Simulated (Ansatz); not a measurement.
## A computed series for Bi: pressure series

Start from Bi in the A7 type structure (space group R-3m, No. 166; a = 4.5205 Å, c = 12.0283 Å (hexagonal axes); layered).

Cell and atoms are relaxed at each pressure.

The values are results of r2SCAN+rVV10 (Ansatz, a program for electronic structure, PAW, without spin-orbit coupling), not measurements.

Candidates:
(a) pressure −2 GPa
(b) pressure −1 GPa
(c) pressure 4.5 GPa
(d) pressure 0.9 GPa

Before the change:

The c/a ratio is 2.661.

Problem. Order them by c/a ratio, lowest first.

Solution. (c) pressure 4.5 GPa (2.544), (d) pressure 0.9 GPa (2.624), (b) pressure −1 GPa (2.725), (a) pressure −2 GPa (2.873)

Load acts through the strain it causes; cell and atoms are relaxed under it. Whether these cells are dynamically stable was not tested.
